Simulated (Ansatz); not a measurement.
NiAs-type NiSb, treated with Hartree–Fock (Ansatz, a quantum-chemistry and plane-wave program, PAW).

Settings: plane-wave cutoff 460 eV, 9×9×6 k mesh (along the axes of the cell as run), Fermi–Dirac smearing 0.05 eV, no spin polarisation, scalar-relativistic PAW data made under PBE.

Computed at the level's own relaxed cell.

Q: Predict the lattice parameter a and c axis length.

A: 
lattice parameter a: 3.899 Å
c axis length: 5.330 Å

Measured, for comparison: lattice constant a 3.946 Å, lattice parameter c 5.148 Å (temperature not stated, not corrected to a static lattice; as tabulated in Wikipedia's data pages). Computed (rounded) less measured: lattice constant a -1.2 %, lattice parameter c +3.5 %. A static lattice is as a rule a little smaller and stiffer than an uncorrected measurement, which narrows the difference in the lattice constant a and would widen misses of the other sign.

Note: the run has no spin polarisation, so it can have missed a magnetic state.

Spin–orbit coupling is not included.

Cost on a shared machine: around 2.7 core-hours (rough).
